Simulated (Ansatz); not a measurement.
Levels about the gap of amorphous Hf$_{17}$O$_{36}$C (54 atoms in a cell of 680 Å³, 8.84 g/cm³; zone centre alone, so wide bands show as single levels with stretches between that a denser mesh fills), at the geometry that PBE relaxed, where it gives 0.2 GPa on a denser mesh. Exact exchange is cut at the faces of this small cell, which leaves a finite-size error. The participation number counts the atoms over which a state spreads; weights are charges in smoothed Voronoi cells. The levels come from a single point, so bond lengths are those of that geometry. Method of the levels: HSE06, scalar-relativistic without spin-orbit coupling (Ansatz, a first-principles code). Sampling: the zone centre alone; Fermi-Dirac width 0.02 eV; no spin polarisation. At PBE the levels at the filled edge of the gap are localised (band-tail or defect states).

The cell was made by melting and quenching with the CHGNet potential and then relaxed with DFT. O atoms were pushed apart under 1.9 Å during the dynamics, to hinder bonds among them. The hot cell started wider than the set density and was brought back towards it in steps. It is the lowest in DFT energy of 2 quenches. It is a model cell: composition and starting density were chosen by hand, and all elements were melted together. No dispersion term was used. Its density started from a set value of 8.63 and ended at 8.84 g/cm³. The simulated quench (nominally 300 K/ps over its main leg) is rapid and tends to freeze in more defects than a deposited or slowly cooled glass has. Values belong to this one cell and scatter from quench to quench. The volume was free in the relaxation, at fixed shape. Stress components on the final sampling reach 2.2 GPa. Cycles of charging lowered its energy after that relaxation.

| E - E(highest filled), eV | filling | participation number | largest on | weight O | weight Hf | weight C |
|---|---|---|---|---|---|---|
| -0.35 | filled | 12.2 | O, 2 neighbours | 0.94 | 0.06 | 0.00 |
| -0.28 | filled | 21.2 | O, 2 neighbours | 0.95 | 0.05 | 0.00 |
| -0.21 | filled | 7.7 | O, 3 neighbours | 0.95 | 0.05 | 0.00 |
| -0.16 | filled | 21.5 | O, 3 neighbours | 0.95 | 0.05 | 0.00 |
| -0.15 | filled | 13.2 | O, 3 neighbours | 0.94 | 0.06 | 0.00 |
| -0.09 | filled | 14.0 | O, 3 neighbours | 0.95 | 0.05 | 0.00 |
| 0.00 | filled | 13.1 | O, 4 neighbours | 0.95 | 0.05 | 0.00 |
| 5.63 | empty | 18.8 | Hf, 7 neighbours | 0.47 | 0.45 | 0.08 |
| 5.86 | empty | 22.9 | Hf, 7 neighbours | 0.37 | 0.58 | 0.04 |
| 6.02 | empty | 20.8 | Hf, 7 neighbours | 0.38 | 0.61 | 0.01 |
| 6.05 | empty | 28.9 | Hf, 7 neighbours | 0.42 | 0.55 | 0.03 |
| 6.24 | empty | 17.8 | Hf, 6 neighbours | 0.37 | 0.62 | 0.00 |
| 6.28 | empty | 29.4 | Hf, 7 neighbours | 0.39 | 0.58 | 0.03 |
| 6.31 | empty | 23.9 | Hf, 6 neighbours | 0.42 | 0.53 | 0.05 |

Most localised among these is the filled level at -0.21 eV, on a O atom, which has 3 neighbours (Hf 2.06 Å, Hf 2.18 Å, Hf 2.30 Å).
